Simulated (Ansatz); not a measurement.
Base system: Co in the hcp (Mg type) structure (space group P6_3/mmc, No. 194; a = 2.4936 Å, c = 4.0367 Å; ferromagnetic; relaxed with 0.1 eV smearing). Axes: x lies along a and z along c of the hexagonal cell.

(Cell as relaxed with PBE.)

Levels (all Ansatz, an electronic-structure program, PAW, earlier PAW set): PBE (420 eV, without spin-orbit coupling); PBEsol (420 eV, spin-orbit coupling left out).

Each level relaxes its own structure.

```tsv
base	PBE	PBEsol
volume per atom	10.87 Å³	10.37 Å³
lattice parameter a	2.494 Å	2.456 Å
band gap	zero	zero
largest site moment	1.69 μB	1.63 μB
```

One thing is altered: tensile biaxial strain of 1.91 % in the plane normal to [001], as in epitaxy on a mismatched substrate; the out-of-plane cell vector and the atoms relax.

| quantity | PBE | PBEsol |
|---|---|---|
| magnetic state | ferromagnetic | ___ |
| out-of-plane strain | -1.08 % | ___ |
| pressure (mean of the normal stresses, compression positive) | -5.2 GPa | ___ |
| shortest interatomic distance | 2.478 Å | ___ |

Task: What does PBEsol give?

Result: 
- magnetic state, PBEsol: ferromagnetic
- out-of-plane strain, PBEsol: -1.08 %
- pressure (mean of the normal stresses, compression positive), PBEsol: -6.0 GPa
- shortest interatomic distance, PBEsol: 2.439 Å

PBE's pressure lies 0.8 GPa above PBEsol's; PBE's shortest interatomic distance lies 0.039 Å above PBEsol's (1.6 %); the two agree on the magnetic state and out-of-plane strain. Neither level is exact; PBEsol is the comparison here, not a measurement.

Other magnetic orders, which the real material may have, were not ruled out. Whether these cells are dynamically stable was not tested.
